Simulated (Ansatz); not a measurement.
An Ansatz (a first-principles code) run: Ta with a change (pressure 30 GPa); PBEsol in Ansatz (plane waves to 420 eV, PAW, no SOC).

Input:

Ansatz 0.2 input:
```yaml
crystal:
  lattice:
    - [-1.5918373817, 1.5918373817, 1.5918373817]
    - [1.5918373817, -1.5918373817, 1.5918373817]
    - [1.5918373817, 1.5918373817, -1.5918373817]
  atoms:
    - { symbol: Ta, position: [0, 0, 0] }
basis: { ecutwfc: 420, ecutrho_ratio: 4, xc_grid: 2, fft_grid_basis: typed }
kpoints: { mp_grid: { grid: [20, 20, 20] } }
hamiltonian:
  xc: pbesol
  dispersion: none
  pseudopotentials: { kind: paw }
scf: { occupations: { method: fermi_dirac, width: 0.05 } }
relax: { f_tol: 0.01, max_steps: 60, cell: { stress_tol: 0.02, p_target: 30 } }
output: { forces: true, stress: true }
checkpoint: { write: state.ck, write_every: 1000 }
```

Output (explanatory and most iteration lines left out):

```
Relaxation: its limit of steps is 60 (relax.max_steps)
Pseudopotential: Ta, paw, valence charge 13
Crystal: 1 atoms, lattice volume = 16.135 Å³
Basis set: ecut = 420 eV, 321 PW (Γ), exchange–correlation on 40×40×40 points (8 copies of the dense FFT grid, shifted against one another)
Bands: 11, of which v1, the nominal top of the filled ones, is band 7 counted from 1 (6 counted from 0)
Symmetry: 48 space group operations
Space group: Im-3m (ITA 229), of the structure as read, at distance tolerance 2.5e-5 Å
k-points: 256 of 8000
Functional: x = pbesol(κ = 0.804, μ = 0.12345679012345678), c = pbesol(β = 0.046)
SCF iter   1: F=—  HF=-9806.404235 eV  |F-HF|=—  |Δ(HF+E_count)|=         —  Δρ=2.75e-3  dr2=5.68e-4  ethr=1.77e-3  ⟨swp⟩=5.9  Hψ=16256  notcnv=0
SCF iter   2: F=—  HF=-9806.403841 eV  |F-HF|=—  |Δ(HF+E_count)|=   3.93e-4  Δρ=1.17e-3  dr2=6.39e-5  ethr=4.37e-6  ⟨swp⟩=2.3  Hψ=6046  notcnv=0
SCF 1 converged in 6 iterations: F = -9806.403865 eV  dr2 = 3.72e-11
relax step   1: F+E_penalty+E_count = -9806.40386464 eV  Δ(F+E_penalty+E_count) = +0.000e0 eV  max|allowed force component| = 0.000e0 eV/Å  Δτ_max = 0.0000 Å  P = +22.487 GPa  Ω = 16.135 Å³  (6 SCF iters, dr2 threshold 1.00e-7 eV, accepted)
[... steps on the carried basis left out ...]
relax step   7: F+E_penalty+E_count = -9806.33801265 eV  Δ(F+E_penalty+E_count) = -9.095e-12 eV  max|allowed force component| = 0.000e0 eV/Å  Δτ_max = 0.0000 Å  P = +30.000 GPa  Ω = 15.732 Å³  stress off target by 2.45e-5 GPa  SCF on the basis re-selected at this cell (its energy is not comparable with the rows above)  (3 SCF iters)
SCF converged after 3 iterations
Free energy (F): -9806.338013 eV
Internal energy: -9806.328191 eV  (E = F + TS)
E sigma→0 (E₀):  -9806.333102 eV
Entropy (-TS):   -0.009822 eV (-9.822 meV/atom)
Fermi energy:    21.508286 eV
--- Forces (eV/Å), atoms counted from 1 ---
  atom   1  Ta     0.00000000    -0.00000000    -0.00000000
--- Stress (GPa, compression-positive) ---
       29.999975      -0.000000      -0.000000
       -0.000000      29.999975      -0.000000
       -0.000000       0.000000      29.999975
  P = ⅓ Tr σ = 30.0000 GPa (300.000 kbar)
--- Relaxed structure (5 steps of the walk, 4 accepted, 2 SCFs on fresh bases) ---
  cell:  # Å, volume = 15.7315 Å³
    - [-1.5784716009010846, 1.5784716009010846, 1.5784716009010846]
    - [1.5784716009010846, -1.5784716009010846, 1.5784716009010846]
    - [1.5784716009010846, 1.5784716009010846, -1.5784716009010846]
  atoms:
    - { symbol: Ta, position: [0.0, 0.0, 0.0] }
```

Load acts through the strain it causes; cell and atoms are relaxed under it. No phonon test of stability was made. No other phases were tried under pressure. All final runs are without spin polarisation. The cell was made from Ta in the bcc (W type) structure (space group Im-3m, No. 229) by this change: pressure 30 GPa.
